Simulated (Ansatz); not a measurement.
The starting structures come from a database of crystals and need not be the phases stable at ambient conditions.

By PBEsol, the system below comes out a metal.

Consider the following.

```
HfN
1.0
    3.12646     0.00000     0.00000
    0.00000     4.42149     0.00000
    1.56323     2.21074     1.59513
Hf N
1 1
Direct
  0.00000   0.00000   0.00000
  0.00000   0.50000   0.00000
```

The cell is strained (lengths across the current scaled by 0.98, ions clamped); by PBEsol it stands under a pressure of 10.3 GPa.

The current flows along the normal of the first two printed cell vectors. No spin-orbit coupling; the value is a mean over 0.1 eV about the Fermi level.

Q: Predict the ballistic conductance per area from PBEsol (Ansatz, a program for electronic structure).

A: 1.2 × 10¹⁵ S/m² for both spins.
